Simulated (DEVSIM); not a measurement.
Device: Ti/Al2O3/p-InP capacitor, at 300 K.

| layer (left to right) | material | thickness (nm) | Na (cm⁻³) |
|---|---|---|---|
| 1 | Al2O3 | 3.70 | - |
| 2 | InP | 7100 | 7.7e15 |

Metal gate on the left, work function 4.33 eV. Fixed charge at the semiconductor interface 4.9e10 cm⁻² (in units of +e); interface traps 9.7e11 cm⁻² eV⁻¹, uniform in energy, neutral level at 0.3 of the gap above the valence band.

Constants are typed, rounded textbook-type inputs, not results; the design itself was drawn at random and stands for no fabricated device. Values at 300 K.

```csv
parameter,Al2O3,InP
gap (eV),6.8,1.344
affinity (eV),1.35,4.38
permittivity,9,12.5
Nc (cm⁻³),-,5.7e17
Nv (cm⁻³),-,1.1e19
```

DEVSIM, 1D Poisson equation in equilibrium, Boltzmann statistics, complete ionisation; no quantum confinement or tunnelling. Metal contacts follow the ideal Schottky-Mott rule: no Fermi-level pinning, no interface dipoles.

Q: Give the band bending (positive: bands bend down) and minority sheet density.

A: 
```json
[
 {"Vg (V)": "-1.5", "ψs (V)": "-0.166", "minority carriers (cm⁻²)": "< 1e8"},
 {"Vg (V)": "-1.2", "ψs (V)": "0.022", "minority carriers (cm⁻²)": "< 1e8"},
 {"Vg (V)": "-0.9", "ψs (V)": "0.292", "minority carriers (cm⁻²)": "< 1e8"},
 {"Vg (V)": "-0.6", "ψs (V)": "0.567", "minority carriers (cm⁻²)": "< 1e8"},
 {"Vg (V)": "-0.3", "ψs (V)": "0.843", "minority carriers (cm⁻²)": "< 1e8"},
 {"Vg (V)": "0", "ψs (V)": "1.115", "minority carriers (cm⁻²)": "5.8e10"}
]
```
